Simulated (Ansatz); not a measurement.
Consider BN (space group P4_2/mnm, No. 136; a = 4.399 Å, c = 2.538 Å; a model cell, its experimental status unchecked).

Levels (all Ansatz, a first-principles code, PAW): PBEsol (420 eV, no SOC); HSE06 (420 eV, spin-orbit coupling left out).

The geometry is relaxed with PBEsol.

```
Item              Result
---------------  -------
PBEsol band gap  4.58 eV
```

Problem. What does HSE06 give at this geometry for the band gap?

Solution. The band gap goes up by 1.53 eV (4.58 eV → 6.11 eV).

Single points use the geometry relaxed with PBEsol. The hybrid gap comes from the SCF mesh plus the semilocal run's edge points and a few special points and is an upper bound. Stability against distortions was not tested.
